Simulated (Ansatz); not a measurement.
antifluorite Mg2Si (0 0 1) on zinc-blende GaSb (0 0 1) (film strained to the substrate, started from cuts of the bulks and a machine-learned relaxation; metallic at this level, with no gap by band count; slabs Ga5Sb6 and Mg8Si4, which can lie off the formulas)…

A periodic stack without vacuum, antifluorite Mg2Si (0 0 1) on zinc-blende GaSb (0 0 1) (film strained to the substrate, started from cuts of the bulks and a machine-learned relaxation; metallic at this level, with no gap by band count; slabs Ga5Sb6 and Mg8Si4, which can lie off the formulas): substrate slab Ga5Sb6, film Mg8Si4, surface cells [[1, 0], [1, 1]] and [[1, 0], [1, 1]], film strained by -2.4 and -2.4 %, outermost planes Sb/Sb and Mg/Si as cut, which need not be the usual terminations and can put a slab off its formula.

The start was prepared with a machine-learned potential, and the result is one local minimum, with the in-plane cell held and forces under 0.04 eV/Å; the film can end far from its bulk form.

Method: PBE (plane waves to 420 eV, PAW; Ansatz, a first-principles code). No spin–orbit coupling. Its k-point mesh 5×5×1, Fermi–Dirac width 0.05 eV.

- interface area: 19.3 Å²
- period: 30.29 Å
- heights between the nearest atoms of the two slabs at the two interfaces: 1.80 and 1.47 Å
- Mg–Sb contacts across the interfaces within 1.22 times the sum of covalent radii: 5, mean 2.95 Å
- Sb–Si contacts across the interfaces within 1.22 times the sum of covalent radii: 2, mean 2.65 Å
- two interfaces: unlike, so that offsets are their mean
- spin-polarised check at this geometry: falls back to no moment

```xyz
23
Lattice="4.3928 0.0001 -0.1023 0.0015 4.3926 0.0612 0.7081 1.8770 30.3154" Properties=species:S:1:pos:R:3 pbc="T T T"
Ga     4.4974     4.9199     5.3415
Ga     2.2272     2.7602     2.2667
Ga     4.6429     4.8450    11.5376
Ga     2.3736     2.6829     8.4620
Ga     2.5084     2.5882    14.6598
Sb     4.4596     2.7441     3.7477
Sb     2.1890     4.9775     0.7041
Sb     4.6058     2.6699     9.9649
Sb     2.3376     4.9014     6.9420
Sb     4.7421     2.6514    16.2855
Sb     2.4811     4.8054    13.1391
Mg     2.6680     2.5596    21.4287
Mg     0.4727     4.7597    21.4897
Mg     0.4001     4.8155    18.2167
Mg     2.5969     2.6053    18.2687
Mg     2.8165     2.4887    27.7564
Mg     0.6259     4.6802    28.0435
Mg     0.5475     4.7210    24.7317
Mg     2.7416     2.5297    24.5994
Si     0.5084     2.5442    23.0655
Si     2.6330     4.7759    19.8134
Si     0.6628     2.4620    29.5348
Si     2.7817     4.7060    26.2761
```
